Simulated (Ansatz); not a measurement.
Start from Li in the bcc (W type) structure (space group Im-3m, No. 229; a = 3.4343 Å; relaxed with 0.1 eV smearing). Axes: x, y, z lie along the cube axes.

Method: plane-wave PAW DFT at the PBEsol level (Ansatz, a quantum-chemistry and plane-wave program, 420 eV), no spin-orbit coupling.

Base values:

Pressure: 0.0 GPa

Modification: uniaxial strain ε_zz = +3.00 %, all other strain components held at zero, atoms relaxed at fixed cell.

Q: Predict the new energy relative to the base.

A: The energy goes up by 0.8 meV/atom.

Q: What does the calculation give for the pressure after the change?

A: The pressure (mean of the normal stresses, compression positive) goes from zero to -0.4 GPa.

Stability against distortions was not tested.
